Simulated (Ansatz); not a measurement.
## How far a parabola holds: energy against volume of cubic perovskite CsHgCl3

Results of PBEsol (PAW; Ansatz, a first-principles code) for cubic perovskite CsHgCl3. Settings: plane-wave cutoff 520 eV, 10×10×10 k mesh, Fermi–Dirac smearing 0.05 eV, scalar-relativistic PAW data made under PBE. The cell has no free parameter but its volume, all volumes share cutoff and mesh, and the runs aren't spin-polarised. Energies are free energies at the run's smearing, counted from the lowest row; static lattice.

```
V (Å³/atom)  E (meV/atom)
-----------  ------------
28.032               5.85
28.616               1.50
29.200               0.00
29.784               1.02
30.368               4.26
30.952                  ?
```

Fit E of the 5 rows that show it with a parabola. With u = V - 29.2, the rows have u = -1.1680, -0.5840, 0.0000, 0.5840, 1.1680. Least squares gives E = -0.003 - 0.6267·u + 3.7070·u². Residuals (row less fit): 0.064, -0.127, 0.003, 0.125, -0.062; standard error 0.141 (degrees of freedom: 2). The fitted curve has its minimum at V = 29.3, where E = -0.03. Its curvature is d²E/dV² = 2 × 3.7070 meV/Å⁶, so B = V0·d²E/dV² × 0.1602 = 34.8 GPa.

Task: Estimate the missing E (V = 30.952); what did the run itself give?

Result: u = 1.7520, so E = -0.003 - 0.6267 × 1.7520 + 3.7070 × 1.7520² = 10.278 meV/atom. The calculation gives 9.47 meV/atom, 0.808 meV/atom below the prediction (8.5 % of the range of E in the table). The row lies outside the fitted rows, so this is an extrapolation. From the scatter of the fitted rows alone, a prediction at this place has a standard error of 0.333 meV/atom, so the miss is 2.4 times that.

The residuals are curvature that a parabola lacks, not noise. A solid that stiffens under compression and softens on expansion lies above the parabola at the compressed end and under it at the expanded end, as this row does. A third-order Birch-Murnaghan fit to the whole scan has B0 = 34.2 GPa. Only scans are tabulated whose curvature falls smoothly with volume, and where the parabola meets the shown rows within 5 % of their range and misses the end by 0.1 meV or more.

Note: the relaxation could not lower the start's symmetry, so the cell can be a saddle point above a distorted one; the volume lies 9 % below that of the published cell.

Spin–orbit coupling is not included; it can shift volumes and moduli of such heavy elements.
